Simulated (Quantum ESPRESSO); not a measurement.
Worked example: self-consistent single point of Zn (P6_3/mmc, 2 atoms in the cell) in Quantum ESPRESSO.

Level of theory: LDA (PZ), PSlibrary PAW (LDA) pseudopotentials (plane waves; Quantum ESPRESSO).

```
Zn
1.0
    2.66000     0.00000     0.00000
   -1.33000     2.30363     0.00000
    0.00000     0.00000     4.95000
Zn
2
Direct
  0.33333   0.66667   0.25000
  0.66667   0.33333   0.75000
```

Reference input (self-consistent single point, DFT, PBE, plane waves, PSlibrary PAW (PBE) pseudopotentials): ecutwfc = 50 Ry; ecutrho = 300 Ry; occupations = smearing; smearing = fd; degauss = 0.0036749 Ry; potentials = {Zn: Zn.pbe-dn-kjpaw_psl.1.0.0.UPF}; K_POINTS = automatic 14 14 7 0 0 0; conv_thr = 1e-10 Ry. This run's input differs from it in these lines:

```diff
@@ -24,3 +24,3 @@
 ATOMIC_SPECIES
-Zn    65.3800  Zn.pbe-dn-kjpaw_psl.1.0.0.UPF
+Zn    65.3800  Zn.pz-dn-kjpaw_psl.1.0.0.UPF
 ATOMIC_POSITIONS {angstrom}
```

The program printed (abridged):

```
     Self-consistent Calculation

     iteration #  1     ecut=    50.00 Ry     beta= 0.70

     Threshold (ethr) on eigenvalues was too large:
     Diagonalizing with lowered threshold

     total energy              =    -476.75412410 Ry
     estimated scf accuracy    <       0.00461072 Ry

     iteration #  2     ecut=    50.00 Ry     beta= 0.70

     total energy              =    -476.75432797 Ry
     estimated scf accuracy    <       0.00228033 Ry

     iteration #  3     ecut=    50.00 Ry     beta= 0.70

     total energy              =    -476.75493999 Ry
     estimated scf accuracy    <       0.00027343 Ry

   [... 4 blocks of this kind left out ...]

     iteration #  8     ecut=    50.00 Ry     beta= 0.70

     total energy              =    -476.75498280 Ry
     estimated scf accuracy    <          1.2E-09 Ry

     iteration #  9     ecut=    50.00 Ry     beta= 0.70
     End of self-consistent calculation

     the Fermi energy is    10.6932 ev

!    total energy              =    -476.75498280 Ry
     estimated scf accuracy    <          8.5E-12 Ry
     smearing contrib. (-TS)   =      -0.00037715 Ry
     internal energy E=F+TS    =    -476.75460565 Ry

     convergence has been achieved in   9 iterations

     Forces acting on atoms (cartesian axes, Ry/au):

     atom    1 type  1   force =     0.00000000   -0.00000000    0.00000000
     atom    2 type  1   force =    -0.00000000    0.00000000    0.00000000

     Total force =     0.000000     Total SCF correction =     0.000000

          total   stress  (Ry/bohr**3)                   (kbar)     P=     -108.04
  -0.00077087   0.00000000  -0.00000000         -113.40        0.00       -0.00
   0.00000000  -0.00077087   0.00000000            0.00     -113.40        0.00
  -0.00000000   0.00000000  -0.00066163           -0.00        0.00      -97.33

   JOB DONE.
```

The run converged in 9 iterations. Against the reference run the pressure goes from -2.27 to -10.80 GPa.

The starting cell has typed, rounded lattice constants, without a prior relaxation at this level. With a pressure of about -11 GPa the cell is away from its equilibrium volume at this level.
